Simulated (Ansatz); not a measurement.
## A computed series for HfN: response to strain

The parent structure is HfN in the rock salt structure (space group Fm-3m, No. 225; a = 4.468 Å; relaxed with 0.1 eV smearing).

Strains are applied to the cell and any free atomic positions relax.

Computed with LDA (Ansatz, a first-principles code), no spin-orbit coupling.

Candidates:
(a) isotropic strain −2.00 %
(b) isotropic strain +3.00 %
(c) isotropic strain +2.00 %

Notes on the quantities. energy relative to the base: free energy F.

**Question.** Order them by energy relative to the base, lowest first.

**Answer.** (c) isotropic strain +2.00 % (+35 meV/atom), (a) isotropic strain −2.00 % (+40 meV/atom), (b) isotropic strain +3.00 % (+77 meV/atom)

No phonon test of stability was made. The final runs are not spin-polarised. An odd electron count without spin: HfN.
